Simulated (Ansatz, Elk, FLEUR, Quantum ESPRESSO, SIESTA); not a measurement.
# One structure in several programs: Ni₃Fe (Pm-3m, 4 atoms in the cell)

Self-consistent single point, at a second geometry (lattice scaled by 0.98). First geometry:

```
CELL_PARAMETERS angstrom
      3.58763     0.00000     0.00000
      0.00000     3.58763     0.00000
      0.00000     0.00000     3.58763
ATOMIC_POSITIONS crystal
  Fe 0.00000 0.00000 0.00000
  Ni 0.00000 0.50000 0.50000
  Ni 0.50000 0.00000 0.50000
  Ni 0.50000 0.50000 0.00000
```
Moments meant for the start (each program seeds them in its own way; μB, in the order of the atoms Fe Ni Ni Ni): 3.0 0.5 0.5 0.5.

Shared settings, as Ansatz (an electronic-structure program) writes them: kpoints.mp_grid.grid = 7 7 7; scf.occupations.method = fermi_dirac; scf.occupations.width = 0.05 eV. Potentials and cutoffs stand in the table.

```csv
code,model,ΔF from the first geometry (meV/atom),pressure (GPa),size of the net moment (μB/atom),cutoff
Ansatz,"PBE, default PAW files",-2.9,5.38,1.23,default
SIESTA,"GGA PBE, numerical atomic orbitals DZP, PseudoDojo PBE standard norm-conserving potentials (rewritten from UPF to PSML)",-19.7,-0.60,1.25,grid 400 Ry
Elk,"PBE, all-electron FP-LAPW, Elk's shipped species files, LAPW+lo basis",-0.1,–,1.22,rgkmax 8
Quantum ESPRESSO,"PBE, PSlibrary ultrasoft (PBE) pseudopotentials",-0.5,5.80,1.22,55 Ry
FLEUR,"PBE, all-electron FLAPW (FLEUR), scalar-relativistic valence",-0.8,–,1.21,Kmax 3.5 1/bohr
```

A dash marks a value that a program does not give, or that is left out as unsure.

On Ansatz's run: the magnetic order is the one reached from the typed start; others were not searched systematically.

The spread over the programs that give each value: ΔF from the first geometry within 19.6 meV/atom; pressure within 6.40 GPa; size of the net moment within 0.04 μB/atom.

SIESTA uses small atom-centred bases, whose incompleteness enters pressures, forces and empty levels differently from a plane-wave cutoff. Elk and FLEUR treat all electrons, but the usual bases taken here (sphere radii, linearisation, local orbitals, empty states) were not tested for convergence, so the values are no reference for the others. Ansatz's pressure is given at a fixed set of plane waves, as the other plane-wave codes print theirs; with its correction for the finite basis it is 5.45 GPa. In the pressure, SIESTA (by 6.19) lies more than 1 GPa from the median of the plane-wave programs.

The starting cell has typed, rounded lattice constants, without a prior relaxation at this level. Its lattice was rescaled by a random factor within 2.5 % of one. For this run, on top of that: lattice scaled by 0.98.

Keys are those of Ansatz 0.2.
